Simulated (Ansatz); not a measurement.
# SiO2 (P6₃22, No. 182, 12 atoms in the cell; start mp-559091; a measured phase of this formula has another space group)

Calculation: PBE0 (Ansatz, a program for electronic structure, PAW).

Run with plane-wave cutoff 460 eV, 6×6×4 k mesh (along the axes of the cell as run), Fermi–Dirac smearing 0.01 eV, scalar-relativistic PAW data made under PBE.

Cell (relaxed with PBEsol):

```cif
data_O8Si4
_chemical_formula_sum 'Si4 O8'
_space_group_name_H-M_alt 'P 1'
_space_group_IT_number 1
_cell_length_a 5.05950
_cell_length_b 5.05950
_cell_length_c 8.59742
_cell_angle_alpha 90.000
_cell_angle_beta 90.000
_cell_angle_gamma 120.000
loop_
_space_group_symop_operation_xyz
  'x, y, z'
loop_
_atom_site_label
_atom_site_type_symbol
_atom_site_fract_x
_atom_site_fract_y
_atom_site_fract_z
_atom_site_occupancy
Si1 Si 0.66667 0.33333 0.93716 1
Si2 Si 0.33333 0.66667 0.43716 1
Si3 Si 0.66667 0.33333 0.56284 1
Si4 Si 0.33333 0.66667 0.06284 1
O1 O 0.00000 0.41318 0.00000 1
O2 O 0.58682 0.00000 0.50000 1
O3 O 0.58682 0.58682 0.00000 1
O4 O 0.00000 0.58682 0.50000 1
O5 O 0.41318 0.00000 0.00000 1
O6 O 0.41318 0.41318 0.50000 1
O7 O 0.66667 0.33333 0.75000 1
O8 O 0.33333 0.66667 0.25000 1
```

band gap: 8.03 eV (indirect)
smallest direct gap on the k points sampled: 8.10 eV

Note: cell and atoms aren't relaxed at this level (largest force component 0.19 eV/Å, pressure -2.3 GPa).

A start named mp-… is a Materials Project structure, which need not be a measured phase.
